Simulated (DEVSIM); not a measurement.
**Schottky contact on n-type Si**

System: Schottky contact on n-type Si, at 400 K.

| layer (left to right) | material | thickness (μm) | Nd (cm⁻³) | τn (s) | τp (s) |
|---|---|---|---|---|---|
| 1 | Si | 2.30 | 7.7e16 | 7.2e-5 | 7.2e-5 |
| 2 | Si | 0.650 | 1.5e18 | 7.2e-5 | 7.2e-5 |

Left contact: Schottky, work function 4.74 eV, emission velocity 1.1e7 cm/s. Right contact: ohmic. Voltage is applied to the left contact. Recombination: SRH at mid-gap. Mobility is μmin + (μ − μmin)/(1 + (N/Nref)^α).

This is a model device: material constants are rounded textbook-type values typed into the input, and sizes, dopings and lifetimes were drawn at random. Values at 300 K; Nc and Nv go as T^1.5, mobilities as T to minus their exponent, the gap by Varshni's rule with the affinity fixed.

```
parameter               Si
----------------  --------
gap (eV)             1.124
affinity (eV)         4.05
permittivity          11.7
Nc (cm⁻³)          2.86e19
Nv (cm⁻³)           3.1e19
μn (cm²/Vs)           1417
μp (cm²/Vs)            470
μn,min                  52
μp,min                  45
Nref,n              9.7e16
Nref,p              2.2e17
αn                    0.68
αp                    0.72
T exponent of μn       2.3
T exponent of μp       2.2
Varshni α (eV/K)  0.000473
Varshni β (K)          636
```

DEVSIM, 1D drift-diffusion, Boltzmann statistics, complete ionisation; no tunnelling, impact ionisation, image-force lowering or self-heating. Metal contacts follow the ideal Schottky-Mott rule: no Fermi-level pinning, no interface dipoles.

- Potential step across the device at zero bias: 0.574 V
- Dark forward voltage at 1 A/cm²: 0.078 V
- Dark forward voltage at 100 A/cm²: 0.240 V

Dark forward current:

```tsv
V (V)	J (A/cm²)
0.05	0.40
0.10	2.1
0.15	8.9
0.20	36
0.25	130
0.30	380
0.35	840
0.40	1500
0.45	2200
```
